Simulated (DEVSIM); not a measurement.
illuminated Ge n-on-p cell, one wavelength, with a back-surface field

Structure: illuminated Ge n-on-p cell, one wavelength, with a back-surface field, at 300 K.

```
layer (left to right)  material  thickness (μm)  Nd (cm⁻³)  Na (cm⁻³)  τn (s)  τp (s)  absorption coefficient (cm⁻¹)
---------------------  --------  --------------  ---------  ---------  ------  ------  -----------------------------
1                            Ge           0.140       9e17          -  7.2e-7  1.1e-6                           2000
2                            Ge            30.0          -     8.4e15    9e-6    9e-6                           2000
3                            Ge           0.370          -     2.3e18    9e-6    9e-6                           2000
```

Left contact: ohmic, minority hole recombination velocity 20 cm/s. Right contact: ohmic, minority electron recombination velocity 30000 cm/s. Voltage is applied to the left contact. Recombination: SRH at mid-gap, radiative, Auger. Light enters at the left, 6.6e17 photons cm⁻² s⁻¹, one pass, no reflection. Mobility is μmin + (μ − μmin)/(1 + (N/Nref)^α).

The device is made up for the run: typed textbook-type constants, with dimensions and the other settings drawn at random. Values at 300 K.

| parameter | Ge |
|---|---|
| gap (eV) | 0.664 |
| affinity (eV) | 4 |
| permittivity | 16 |
| Nc (cm⁻³) | 1.04e19 |
| Nv (cm⁻³) | 6e18 |
| μn (cm²/Vs) | 3900 |
| μp (cm²/Vs) | 1900 |
| μn,min | 150 |
| μp,min | 100 |
| Nref,n | 2.6e17 |
| Nref,p | 4e17 |
| αn | 0.56 |
| αp | 0.6 |
| B (cm³/s) | 6.4e-14 |
| Cn (cm⁶/s) | 1e-31 |
| Cp (cm⁶/s) | 1e-31 |

Simulated with DEVSIM: 1D drift-diffusion, Boltzmann statistics, complete ionisation; no tunnelling, impact ionisation, image-force lowering or self-heating.

```json
{
 "potential_step_across_the_device_at_zero_bias": "0.576 V",
 "Dark forward voltage at 1 A/cm²": "0.346 V",
 "Dark forward voltage at 100 A/cm²": "0.480 V",
 "short_circuit_current": "105 mA/cm²",
 "open_circuit_voltage": "0.272 V",
 "fill_factor": "0.68",
 "largest_power": "19.5 mW/cm²",
 "share_of_generated_pairs_collected_at_short_circuit": "0.998"
}
```

Dark forward current:

(V (V), J (A/cm²)): (-0.05, -2.3e-5); (-0.10, -0.00018); (-0.15, -0.0012); (-0.20, -0.0082); (-0.25, -0.051); (-0.30, -0.25); (-0.35, -1.1); (-0.40, -5.8); (-0.45, -34); (-0.50, -210); (-0.55, -1200); (-0.60, -6200)

Current under light (generator sign):

| V (V) | J (mA/cm²) |
|---|---|
| 0.00 | 105 |
| 0.02 | 105 |
| 0.04 | 105 |
| 0.06 | 105 |
| 0.08 | 105 |
| 0.12 | 105 |
| 0.14 | 104 |
| 0.16 | 104 |
| 0.18 | 101 |
| 0.20 | 97.1 |
| 0.22 | 88.0 |
| 0.24 | 69.4 |
| 0.26 | 33.5 |
| 0.28 | -32.2 |
